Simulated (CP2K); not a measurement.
A working CP2K input for CaMg (Pmmn, 4 atoms in the cell) (DFT LDA (Pade form), GPW, DZVP-MOLOPT-SR-GTH basis, GTH-PADE potentials (GTH_POTENTIALS)):

```
&GLOBAL
  PROJECT scf
  RUN_TYPE ENERGY_FORCE
  PRINT_LEVEL LOW
&END GLOBAL
&FORCE_EVAL
  METHOD Quickstep
  STRESS_TENSOR ANALYTICAL
  &DFT
    BASIS_SET_FILE_NAME BASIS_MOLOPT
    POTENTIAL_FILE_NAME GTH_POTENTIALS
    &QS
      METHOD GPW
      EPS_DEFAULT 1E-10
    &END QS
    &MGRID
      CUTOFF 1000
      REL_CUTOFF 40
      NGRIDS 5
    &END MGRID
    &SCF
      SCF_GUESS ATOMIC
      EPS_SCF 1E-6
      MAX_SCF 100
      ADDED_MOS 8
      &DIAGONALIZATION
        ALGORITHM STANDARD
      &END DIAGONALIZATION
      &MIXING
        METHOD BROYDEN_MIXING
        ALPHA 0.3
        NBUFFER 10
        BETA 1.5
      &END MIXING
      &SMEAR ON
        METHOD GAUSSIAN
        SIGMA [eV] 0.1
      &END SMEAR
    &END SCF
    &KPOINTS
      SCHEME MONKHORST-PACK 7 5 5
    &END KPOINTS
    &XC
      &XC_FUNCTIONAL PADE
      &END XC_FUNCTIONAL
    &END XC
    &PRINT
      &MO
        EIGENVALUES T
        OCCUPATION_NUMBERS T
        NDIGITS 8
        FILENAME mo
        &EACH
          QS_SCF 0
        &END EACH
        ADD_LAST NUMERIC
      &END MO
      &MULLIKEN OFF
      &END MULLIKEN
    &END PRINT
  &END DFT
  &SUBSYS
    &CELL
      A 3.69264000 0.00000000 0.00000000
      B 0.00000000 5.80957000 0.00000000
      C 0.00000000 0.00000000 5.98930000
      PERIODIC XYZ
    &END CELL
    &COORD
      SCALED
      Ca       0.00000000     0.00000000     0.09322000
      Ca       0.50000000     0.50000000     0.90678000
      Mg       0.50000000     0.00000000     0.58497000
      Mg       0.00000000     0.50000000     0.41503000
    &END COORD
    &KIND Ca
      BASIS_SET DZVP-MOLOPT-SR-GTH
      POTENTIAL GTH-PADE-q10
    &END KIND
    &KIND Mg
      BASIS_SET DZVP-MOLOPT-SR-GTH
      POTENTIAL GTH-PADE-q10
    &END KIND
  &END SUBSYS
  &PRINT
    &FORCES ON
    &END FORCES
    &STRESS_TENSOR ON
    &END STRESS_TENSOR
  &END PRINT
&END FORCE_EVAL
```

The run converged in 13 iterations: free energy E − TS -5435.7632 eV; Fermi level (on the code's own zero) 4.25 eV; pressure -0.95 GPa; largest force (vector length) 0.193 eV/Å. Each of these slips is then made, one at a time:

(1)
```diff
-      BASIS_SET DZVP-MOLOPT-SR-GTH
-      POTENTIAL GTH-PADE-q10
+      BASIS_SET DZVP-MOLOPT-SR-GTH-q10
+      POTENTIAL GTH-PADE-q2
```

(2)
```diff
-      POTENTIAL GTH-PADE-q10
+      POTENTIAL GTH-PBE-q10
-      POTENTIAL GTH-PADE-q10
+      POTENTIAL GTH-PBE-q10
```

(3)
```diff
+    &POISSON
+      PERIODIC NONE
+      POISSON_SOLVER MT
+    &END POISSON
```

**Question.** How does each altered input end?

**Answer.** 
(1) A basis and a potential made for different valence counts. The program stopped before any SCF iteration, with the message: Basis-set and pseudo-potential of atomic kind 'Mg' were optimized for different valence electron numbers. qs_kind_types.F:2782.

(2) Potentials made for another functional. The run converged in 13 iterations without an error; against the sound input the pressure goes from -0.95 to -0.76 GPa and the largest force moves little (0.193 to 0.196 eV/Å).

(3) A Poisson solver that does not fit the cell's periodicity. The run converged in 17 iterations without an error; against the sound input the free energy falls by 8.98 eV/atom, the pressure goes from -0.95 to -1423 GPa and the largest force goes from 0.193 to 5.870 eV/Å. The full log also holds: “WARNING in pw_env_methods.F:755 :: The selected periodicities in the  sections &CELL and &POISSON do not match”.

The starting cell comes from a database of computed structures (which also holds hypothetical and non-ambient phases and stackings), without a prior relaxation at this level. Values carry the incompleteness of an atom-centred basis.

Left out of this page: 3 runs of the series outside the window shown, repeating another row's setting, or not comparable.
